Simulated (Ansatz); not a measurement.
GaP under load (space group F-43m), r2SCAN with spin-orbit coupling, rigid bands (Ansatz, a quantum-chemistry and plane-wave program). Condition of this run: hydrostatic pressure -2 GPa (the target of the relaxation). Band gap 1.86 eV, N_c = 3.96e19 cm⁻³ and N_v = 2.26e19 cm⁻³ at 300 K, conductivity masses of 0.334 mₑ (electrons) and 0.492 mₑ (holes). Take k_BT = 0.02585 eV.

Q: A film of it is 8 nm thick. Estimate the confinement energies in an infinite well.

A: ħ²π²/(2m t²) = 0.376 eV·nm²/(m/mₑ × t²) gives 17.6 meV for electrons and 11.9 meV for holes, so the gap would widen to about 1.89 eV. Finite barriers and nonparabolic bands lower this, and with several valleys or bands the heaviest mass along the normal sets the lowest level, not this average.

Q: Find the intrinsic carrier density and the intrinsic Fermi level.

A: n_i = √(N_c N_v) exp(−E_g/2k_BT) = 2.99e19 × exp(−35.97) = 7.1e3 cm⁻³. The level lies (k_BT/2) ln(N_v/N_c) = -7 meV from mid-gap (positive towards the conduction band). Each 0.1 eV added to the gap lowers n_i by a factor of 6.9.

Q: What built-in voltage has an abrupt junction with N_A = 1e17 and N_D = 1e17 cm⁻³, all dopants ionised?

A: V_bi = E_g/e − (k_BT/e) ln(N_c N_v/(N_A N_D)) = 1.86 − 0.02585 × 11.40 = 1.57 V, for the computed gap.

Rigid bands with the computed gap; masses take one relaxation time for all states.
